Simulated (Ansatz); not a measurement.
**LaB6: response to strain**

The parent structure is LaB6 (space group Pm-3m, No. 221; a = 4.130 Å). Axes: x, y, z lie along the cube axes.

Strains are applied to the cell and any free atomic positions relax; under biaxial strain the out-of-plane vector relaxes too.

Computed with PBEsol, PAW, 420 eV (Ansatz, a quantum-chemistry and plane-wave program; no SOC).

Candidates:
(a) biaxial strain −0.96 %, plane normal [001], relaxed out of plane
(b) uniaxial strain ε_yy = −5.23 %
(c) biaxial strain +2.81 %, plane normal [001], relaxed out of plane
(d) isotropic strain −2.57 %

Notes on the quantities. energy relative to the base: free energy F.

Question: Order them by energy relative to the base, lowest first.

Answer: (a) biaxial strain −0.96 %, plane normal [001], relaxed out of plane (+3.0 meV/atom), (c) biaxial strain +2.81 %, plane normal [001], relaxed out of plane (+24 meV/atom), (d) isotropic strain −2.57 % (+36 meV/atom), (b) uniaxial strain ε_yy = −5.23 % (+46 meV/atom)

Without a gap, meshes like the base's 11×11×11 leave anisotropic stresses uncertain by several tenths of a GPa, and small strain energies with them. No phonon test of stability was made. All final runs are without spin polarisation. An odd electron count without spin: LaB6.
